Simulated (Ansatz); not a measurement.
CrOCl (Pmmn, No. 59, 6 atoms in the cell; start mp-22946), treated with PBEsol (Ansatz, an electronic-structure program, plane waves, PAW).

Numerical settings: plane-wave cutoff 500 eV, 12×10×6 k mesh (along the axes of the cell as run), Fermi–Dirac smearing 0.05 eV, spin-polarised start, scalar-relativistic PAW data made under PBE.

Cell (relaxed at this level):

```
CELL_PARAMETERS angstrom
      3.16052     0.00000     0.00000
      0.00000     3.83312     0.00000
      0.00000     0.00000     8.15168
ATOMIC_POSITIONS crystal
  Cr 0.00000 0.00000 0.10318
  Cr 0.50000 0.50000 0.89682
  Cl 0.00000 0.50000 0.69083
  Cl 0.50000 0.00000 0.30917
  O  0.50000 0.00000 0.94995
  O  0.00000 0.50000 0.05005
```

Give the computed band gap.


- band gap: 0.59 eV (on the SCF k mesh)

Note: the magnetic order was assumed, not searched for or taken from measurement; the relaxation could not lower the start's symmetry, so the cell can be a saddle point above a distorted one; the cell has widely spaced layers and the level no dispersion term, so their spacing and the moduli can rest on weak binding.

Computed values are for the static lattice.

It cost roughly 7 core-minutes of CPU time.

A start named mp-… is a Materials Project structure, which need not be a measured phase.
